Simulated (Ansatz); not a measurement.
We consider CuF (model structure, P6₃mc, No. 186, 4 atoms in the cell), described by PBE-D3(BJ) (plane waves, PAW; Ansatz, an electronic-structure program).

Settings: plane-wave cutoff 520 eV, 24×24×12 k mesh (along the axes of the cell as run), Fermi–Dirac smearing 0.05 eV, no spin polarisation, scalar-relativistic PAW data made under PBE.

Cell (relaxed at this level):

```
CuF
1.0
    2.78972     0.00000     0.00000
   -1.39486     2.41597     0.00000
    0.00000     0.00000     6.81597
Cu F
2 2
Direct
  0.66667   0.33333   0.95302
  0.33333   0.66667   0.45302
  0.66667   0.33333   0.67218
  0.33333   0.66667   0.17218
```

### Question
Give the computed band gap.

### Answer

- band gap = 0.11 eV (under three smearing widths, so not firm)

Note: the relaxation could raise the start's symmetry but not lower it, so the cell can be a saddle point.

Static lattice: no zero-point or thermal effects.

Computing time: about 8 core-minutes (a rough figure).

A model structure was made by putting elements into a prototype or built by hand; it is no filed structure, need not be a known phase, and can be a saddle point held by its symmetry.
